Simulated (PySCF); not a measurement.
PySCF 2.14.0, unrestricted R2SCAN/def2-svp, df: Mn(F)(SH)(NH3)2 ([NH3]->[Mn](<-[NH3])([F])[SH]), charge 0, multiplicity 6, 12 atoms. The geometry is a generated start, not checked to be a minimum at this level.

```yaml
task: energy
method: r2scan
basis: def2-svp
two_electron_scheme: density fitting
mol.max_memory: 3000 MB
mf.max_cycle: 100
mf.init_guess: minao (default)
mf.DIIS: CDIIS (default)
mf.conv_tol: 1e-09 (default)
mf.grids.level: 3 (default)
basis_functions: 126
grid_points: 150512
```

```xyz
12

Mn     0.3088     0.2207     0.3920
F      1.8699    -0.3652     1.2073
S     -0.7488     2.0329     1.3961
H      0.0425     2.1274     2.4582
N     -1.2103    -1.5644     0.6358
H     -2.1187    -1.4444     0.1979
H     -1.3537    -1.5732     1.6461
H     -0.8358    -2.4703     0.3678
N      0.9103     0.6879    -1.8331
H      0.5935     1.6171    -2.0980
H      0.6130     0.0343    -2.5515
H      1.9293     0.6971    -1.8186
```

Charge 0 and multiplicity 6 are set for this test and not shown to be the ground state.

One run each on 2 threads, 1 BLAS thread. Values of diis_space tried: 3, 5, 8 (default), 12, 20.

Problem. How does the count of Fock builds change with diis_space, and where is it least?

Solution. Fewest Fock builds: 12 with 47. The count rises to 62 at 20. The run ends without SCF convergence in 100 cycles at 3.

```csv
diis_space,Fock builds,end
3,101,no convergence
5,59,same solution
8 (default),49,same solution
12,47,same solution
20,62,same solution
```
